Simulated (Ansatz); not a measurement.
Input for TiS2 (1T monolayer start, 36-atom cell) (held in this type by symmetry, stable or not):

Ansatz 0.2 input:
```yaml
crystal:
  lattice:
    - [10.23, 5.9062933, 0.0]
    - [-10.23, 5.9062933, 0.0]
    - [0.0, 0.0, 20.0]
  atoms:
    - { symbol: Ti, position: [1.0, 0.5, 0.5] }
    - { symbol: Ti, position: [0.1666667, 0.8333333, 0.5] }
    - { symbol: Ti, position: [0.0, 0.0, 0.5] }
    - { symbol: Ti, position: [0.1666667, 0.3333333, 0.5] }
    - { symbol: Ti, position: [0.3333333, 0.6666667, 0.5] }
    - { symbol: Ti, position: [0.3333333, 0.1666667, 0.5] }
    - { symbol: Ti, position: [0.5, 0.5, 0.5] }
    - { symbol: Ti, position: [0.6666667, 0.8333333, 0.5] }
    - { symbol: Ti, position: [0.5, 0.0, 0.5] }
    - { symbol: Ti, position: [0.6666667, 0.3333333, 0.5] }
    - { symbol: Ti, position: [0.8333333, 0.6666667, 0.5] }
    - { symbol: Ti, position: [0.8333333, 0.1666667, 0.5] }
    - { symbol: S, position: [0.1666667, 0.6666667, 0.5725] }
    - { symbol: S, position: [0.3333333, 1.0, 0.5725] }
    - { symbol: S, position: [0.1666667, 0.1666667, 0.5725] }
    - { symbol: S, position: [0.3333333, 0.5, 0.5725] }
    - { symbol: S, position: [0.5, 0.8333333, 0.5725] }
    - { symbol: S, position: [0.5, 0.3333333, 0.5725] }
    - { symbol: S, position: [0.6666667, 0.6666667, 0.5725] }
    - { symbol: S, position: [0.8333333, 1.0, 0.5725] }
    - { symbol: S, position: [0.6666667, 0.1666667, 0.5725] }
    - { symbol: S, position: [0.8333333, 0.5, 0.5725] }
    - { symbol: S, position: [0.0, 0.8333333, 0.5725] }
    - { symbol: S, position: [0.0, 0.3333333, 0.5725] }
    - { symbol: S, position: [0.1666667, 0.5, 0.4275] }
    - { symbol: S, position: [0.3333333, 0.8333333, 0.4275] }
    - { symbol: S, position: [0.1666667, 1.0, 0.4275] }
    - { symbol: S, position: [0.3333333, 0.3333333, 0.4275] }
    - { symbol: S, position: [0.5, 0.6666667, 0.4275] }
    - { symbol: S, position: [0.5, 0.1666667, 0.4275] }
    - { symbol: S, position: [0.6666667, 0.5, 0.4275] }
    - { symbol: S, position: [0.8333333, 0.8333333, 0.4275] }
    - { symbol: S, position: [0.6666667, 1.0, 0.4275] }
    - { symbol: S, position: [0.8333333, 0.3333333, 0.4275] }
    - { symbol: S, position: [0.0, 0.6666667, 0.4275] }
    - { symbol: S, position: [0.0, 0.1666667, 0.4275] }
basis:
  ecutwfc: 420
  ecutrho_ratio: 4
  xc_grid: 2
kpoints:
  mp_grid: { grid: [2, 2, 1] }
hamiltonian:
  xc: pbe
  dispersion: none
  pseudopotentials: { kind: paw }
scf:
  n_extra_bands: 21
  occupations: { method: fermi_dirac, width: 0.01 }
output:
  forces: true
  stress: true
  eigenstates:
    kpoints:
      - [0.0, 0.0, 0.0]
    e_range: [-4.0, 6.0]
    localisation: true
relax:
  f_tol: 0.03
  max_steps: 90
  cell: { fix: [c, alpha, beta], stress_tol: 0.1 }
```

These are PBE (plane waves to 420 eV, PAW; Ansatz, a quantum-chemistry and plane-wave program) values and carry that method's errors. Scalar-relativistic, without spin–orbit coupling; the runs are not spin-polarised. Its k-point mesh 2×2×1, Fermi–Dirac width 0.01 eV.

Task: What does the end of the output print (band table and long remarks left out, numbers rounded to eight decimals)?

Result: 
```
SCF converged after 5 iterations
Free energy (F): -51692.249498 eV
Harris-Foulkes:  -51692.249498 eV  (|F-HF|=6.47e-8)
Internal energy: -51692.244409 eV  (E = F + TS)
E sigma→0 (E₀):  -51692.246953 eV
Entropy (-TS):   -0.005089 eV (-0.141 meV/atom)
Fermi energy:    -1.900710 eV
--- Per-component energies (eV) ---
  E_band       = -5382.367196
  E_kinetic    = 5815.298210
  E_local      = -147929.802454  (includes V_loc(G=0)·N_el)
  E_nonlocal   = 750.456961
  E_hartree    = 70844.785176
  E_xc         = -3505.679827
  E_vxc        = -3568.041397  (∫ρ·V_xc dr)
  E_paw        = -26960.135419  (= ΣΔE_a)
  E_vpaw       = -2139.846788  (= ΣTr[D̂ρ^β])
  E_aug_tail   = 0.001594  (compensation charges beyond the density's cutoff)
  E_ewald      = 49292.831350
  E_smearing   = -0.005089  (= −TS)
  E_closure    = 0.000000  (closes the sum)
  Σ components = -51692.249498   (vs F -51692.249498, Δ=0.00e0)
--- Forces (eV/Å), atoms counted from 1 ---
  atom   1  Ti    0.00000000     0.00000000    0.00000000
  atom   2  Ti     0.00000000     0.00000000     0.00000000
  atom   3  Ti    0.00000000    0.00000000     0.00000000
  atom   4  Ti     0.00000000    0.00000000     0.00000000
  atom   5  Ti     0.00000000     0.00000000    0.00000000
  atom   6  Ti     0.00000000    0.00000000    0.00000000
  atom   7  Ti    0.00000000     0.00000000     0.00000000
  atom   8  Ti     0.00000000     0.00000000    0.00000000
  atom   9  Ti    0.00000000     0.00000000    0.00000000
  atom  10  Ti     0.00000000    0.00000000    0.00000000
  atom  11  Ti     0.00000000    0.00000000    0.00000000
  atom  12  Ti    0.00000000     0.00000000     0.00000000
  atom  13  S      0.00000000    0.00000000    -0.00214759
  atom  14  S      0.00000000    0.00000000    -0.00214759
  atom  15  S     0.00000000    0.00000000    -0.00214759
  atom  16  S      0.00000000    0.00000000    -0.00214759
  atom  17  S      0.00000000    0.00000000    -0.00214759
  atom  18  S     0.00000000    0.00000000    -0.00214759
  atom  19  S      0.00000000    0.00000000    -0.00214759
  atom  20  S      0.00000000    0.00000000    -0.00214759
  atom  21  S     0.00000000    0.00000000    -0.00214759
  atom  22  S      0.00000000    0.00000000    -0.00214759
  atom  23  S      0.00000000    0.00000000    -0.00214759
  atom  24  S      0.00000000    0.00000000    -0.00214759
  atom  25  S     0.00000000     0.00000000     0.00214759
  atom  26  S     0.00000000     0.00000000     0.00214759
  atom  27  S      0.00000000     0.00000000     0.00214759
  atom  28  S     0.00000000     0.00000000     0.00214759
  atom  29  S     0.00000000     0.00000000     0.00214759
  atom  30  S     0.00000000     0.00000000     0.00214759
  atom  31  S     0.00000000     0.00000000     0.00214759
  atom  32  S     0.00000000     0.00000000     0.00214759
  atom  33  S     0.00000000     0.00000000     0.00214759
  atom  34  S     0.00000000     0.00000000     0.00214759
  atom  35  S     0.00000000     0.00000000     0.00214759
  atom  36  S     0.00000000     0.00000000     0.00214759
  max |Σ_I F_I| component: 1.04e-17 eV/Å
--- Stress (GPa, compression-positive) ---
        0.008536       0.000000       0.000000
        0.000000       0.008536      0.000000
        0.000000      0.000000      -0.004762
  P = ⅓ Tr σ = 0.0041 GPa (0.041 kbar)
--- Relaxed structure (3 steps of the walk, 3 accepted, 1 SCFs on fresh bases) ---
  F+E_penalty+E_count = -51692.24949799 eV   max|allowed force component| = 2.148e-3 eV/Å   (the final SCF, on the basis selected at the relaxed cell)
  cell:  # Å, volume = 2427.4340 Å³
    - [10.25236448, 5.91920539, 0.0]
    - [-10.25236448, 5.91920539, 0.0]
    - [0.0, 0.0, 20.0]
  atoms:
    - { symbol: Ti, position: [1.0, 0.50000000, 0.5] }
    - { symbol: Ti, position: [0.16666667, 0.83333333, 0.5] }
    - { symbol: Ti, position: [0.0, 0.0, 0.5] }
    - { symbol: Ti, position: [0.16666667, 0.33333333, 0.5] }
    - { symbol: Ti, position: [0.33333333, 0.66666667, 0.5] }
    - { symbol: Ti, position: [0.33333333, 0.16666667, 0.5] }
    - { symbol: Ti, position: [0.5, 0.5, 0.5] }
    - { symbol: Ti, position: [0.66666667, 0.83333333, 0.5] }
    - { symbol: Ti, position: [0.5, 0.0, 0.5] }
    - { symbol: Ti, position: [0.66666667, 0.33333333, 0.5] }
    - { symbol: Ti, position: [0.83333333, 0.66666667, 0.5] }
    - { symbol: Ti, position: [0.83333333, 0.16666667, 0.5] }
    - { symbol: S, position: [0.16666667, 0.66666667, 0.57088819] }
    - { symbol: S, position: [0.33333333, 1.0, 0.57088819] }
    - { symbol: S, position: [0.16666667, 0.16666667, 0.57088819] }
    - { symbol: S, position: [0.33333333, 0.50000000, 0.57088819] }
    - { symbol: S, position: [0.50000000, 0.83333333, 0.57088819] }
    - { symbol: S, position: [0.50000000, 0.33333333, 0.57088819] }
    - { symbol: S, position: [0.66666667, 0.66666667, 0.57088819] }
    - { symbol: S, position: [0.83333333, 1.00000000, 0.57088819] }
    - { symbol: S, position: [0.66666667, 0.16666667, 0.57088819] }
    - { symbol: S, position: [0.83333333, 0.50000000, 0.57088819] }
    - { symbol: S, position: [0.0, 0.83333333, 0.57088819] }
    - { symbol: S, position: [0.0, 0.33333333, 0.57088819] }
    - { symbol: S, position: [0.16666667, 0.5, 0.42911181] }
    - { symbol: S, position: [0.33333333, 0.83333333, 0.42911181] }
    - { symbol: S, position: [0.16666667, 1.0, 0.42911181] }
    - { symbol: S, position: [0.33333333, 0.33333333, 0.42911181] }
    - { symbol: S, position: [0.5, 0.66666667, 0.42911181] }
    - { symbol: S, position: [0.5, 0.16666667, 0.42911181] }
    - { symbol: S, position: [0.66666667, 0.5, 0.42911181] }
    - { symbol: S, position: [0.83333333, 0.83333333, 0.42911181] }
    - { symbol: S, position: [0.66666667, 1.00000000, 0.42911181] }
    - { symbol: S, position: [0.83333333, 0.33333333, 0.42911181] }
    - { symbol: S, position: [0.0, 0.66666667, 0.42911181] }
    - { symbol: S, position: [0.0, 0.16666667, 0.42911181] }
```

Cost: around 6 core-minutes (rough).
